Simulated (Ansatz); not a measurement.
Ansatz (a first-principles code) run on Nb3PbS6 (P6_3/mcm, 20 atoms in the cell): self-consistent single point.

Computed with LDA (PW92), default PAW files made with PBE (plane waves; Ansatz).

```
CELL_PARAMETERS angstrom
      5.86467     0.00000     0.00000
     -2.93234     5.07895     0.00000
      0.00000     0.00000    14.87637
ATOMIC_POSITIONS crystal
  Nb 0.00000 0.00000 0.25000
  Nb 0.00000 0.00000 0.75000
  Nb 0.66667 0.33333 0.75000
  Nb 0.33333 0.66667 0.25000
  Nb 0.66667 0.33333 0.25000
  Nb 0.33333 0.66667 0.75000
  Pb 0.00000 0.00000 0.50000
  Pb 0.00000 0.00000 0.00000
  S  0.00000 0.66398 0.64566
  S  0.00000 0.33602 0.35434
  S  0.33602 0.00000 0.14566
  S  0.66398 0.00000 0.85434
  S  0.33602 0.33602 0.64566
  S  0.66398 0.66398 0.35434
  S  0.00000 0.33602 0.14566
  S  0.00000 0.66398 0.85434
  S  0.66398 0.00000 0.64566
  S  0.33602 0.00000 0.35434
  S  0.66398 0.66398 0.14566
  S  0.33602 0.33602 0.85434
```

Reference input (self-consistent single point, DFT, LDA (PW92), plane waves, default PAW files made with PBE): basis.ecutwfc = 420 eV; kpoints.mp_grid.grid = 4 4 2; hamiltonian.xc = lda; hamiltonian.pseudopotentials = {kind: paw} (the program's default PAW files); scf.occupations.method = gaussian; scf.occupations.width = 0.05 eV. This run's input differs from it in these lines:

Ansatz 0.2 input:
```diff
@@ -28,3 +28,3 @@
 basis:
-  ecutwfc: 420.0
+  ecutwfc: 210.0
 kpoints:
```

The program printed (abridged):

```
SCF iter   1: F=—  HF=-60297.024526 eV  |F-HF|=—  |Δ(HF+E_count)|=         —  Δρ=3.02e-2  dr2=2.09e0  ethr=1.77e-3  ⟨swp⟩=5.9  Hψ=3355  notcnv=0  defer=6
all-band conjugate gradients solve this SCF's bands
preconditioner: auto → LDOS
SCF iter   2: F=—  HF=-60296.426818 eV  |F-HF|=—  |Δ(HF+E_count)|=   5.98e-1  Δρ=1.33e-2  dr2=8.68e-1  ethr=1.18e-3  ⟨swp⟩=2.9  Hψ=1795  notcnv=0  defer=116
   [... lines left out ...]
SCF iter   5: F=—  HF=-60296.120827 eV  |F-HF|=—  |Δ(HF+E_count)|=   3.26e-4  Δρ=1.06e-4  dr2=5.66e-5  ethr=7.26e-7  ⟨swp⟩=2.0  Hψ=1269  notcnv=0  defer=112
SCF iter   6: F=—  HF=-60296.120817 eV  |F-HF|=—  |Δ(HF+E_count)|=   1.01e-5  Δρ=3.43e-5  dr2=5.21e-6  ethr=3.18e-8  ⟨swp⟩=2.1  Hψ=1150  notcnv=0  defer=112
SCF iter   7: F=—  HF=-60296.120817 eV  |F-HF|=—  |Δ(HF+E_count)|=   2.13e-7  Δρ=9.62e-6  dr2=4.51e-7  ethr=2.93e-9  ⟨swp⟩=2.0  Hψ=1061  notcnv=0  defer=112
SCF iter   8: F=-60296.120817 eV  HF=-60296.120817 eV  |F-HF|=1.87e-8  |Δ(HF+E_count)|=   1.70e-8  Δρ=2.07e-6  dr2=2.73e-8  ethr=5.62e-11  ⟨swp⟩=10.2  Hψ=3803  notcnv=0
SCF 1 converged in 8 iterations: F = -60296.120817 eV  dr2 = 2.73e-8
Free energy (F): -60296.120817 eV
Internal energy: -60296.110820 eV  (E = F + TS)
E sigma→0 (E₀):  -60296.115819 eV
Entropy (-TS):   -0.009997 eV (-0.500 meV/atom)
Fermi energy:    8.701219 eV
--- Forces (eV/Å), atoms counted from 1 ---
  atom   1  Nb    -0.00000000     0.00000000     0.00000000
  atom   2  Nb     0.00000000     0.00000000     0.00000000
  atom   3  Nb     0.00000000     0.00000000     0.00000000
  atom   4  Nb    -0.00000000    -0.00000000     0.00000000
  atom   5  Nb    -0.00000000     0.00000000     0.00000000
  atom   6  Nb     0.00000000    -0.00000000     0.00000000
  atom   7  Pb     0.00000000    -0.00000000     0.00000000
  atom   8  Pb     0.00000000     0.00000000     0.00000000
   [... lines left out ...]
  atom  20  S     -0.00545810    -0.00945371    -0.52419771
--- Stress (GPa, compression-positive) ---
       -6.420730       0.000000      -0.000000
        0.000000      -6.420730      -0.000000
       -0.000000      -0.000000      -5.546050
  P = ⅓ Tr σ = -6.1292 GPa (-61.292 kbar)
  The stress holds the Pulay correction. Without it, at fixed plane waves, as pw.x and ABINIT print it: P = -44.0545 GPa
```

The run converged in 8 iterations. Against the reference run the free energy rises by 1.06 eV/atom, the pressure stays near -6.13 GPa while the zz stress (positive for compression) goes from -5.99 to -5.55 GPa and the largest force goes from 0.537 to 0.524 eV/Å.

The starting cell comes from a database of computed structures (which also holds hypothetical and non-ambient phases and stackings), without a prior relaxation at this level. Spin-orbit coupling is off. Spin polarisation is off. Ansatz's pressure includes its estimate of the finite-basis (Pulay) stress. Without the estimate this run gives -44.05 GPa. The cutoff lies below the one recommended for these files.
